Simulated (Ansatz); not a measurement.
The reference is Mo in the bcc (W type) structure (space group Im-3m, No. 229; a = 3.161 Å; relaxed with 0.1 eV smearing).

Calculations: PBE (Ansatz, a program for electronic structure, PAW, without spin-orbit coupling).

Strains are applied to the cell and any free atomic positions relax.

One change was made to it. Results:

```json
[
 {"quantity": "pressure", "base": "0.0 GPa", "after": "-3.8 GPa"},
 {"quantity": "energy relative to the base (free energy F)", "base": "0 meV/atom", "after": "+2.8 meV/atom"}
]
```

Task: Which change produced these results?
A. isotropic strain +3.00 %
B. isotropic strain +1.00 %
C. isotropic strain +0.50 %
D. isotropic strain +1.50 %
E. isotropic strain −2.00 %

Result: C, isotropic strain +0.50 %. For comparison, the energy relative to the base in the other runs: isotropic strain +3.00 % gives +94 meV/atom; isotropic strain +1.50 % gives +25 meV/atom; isotropic strain +1.00 % gives +11 meV/atom; isotropic strain −2.00 % gives +49 meV/atom.

Stability against distortions was not tested. The final runs are not spin-polarised.
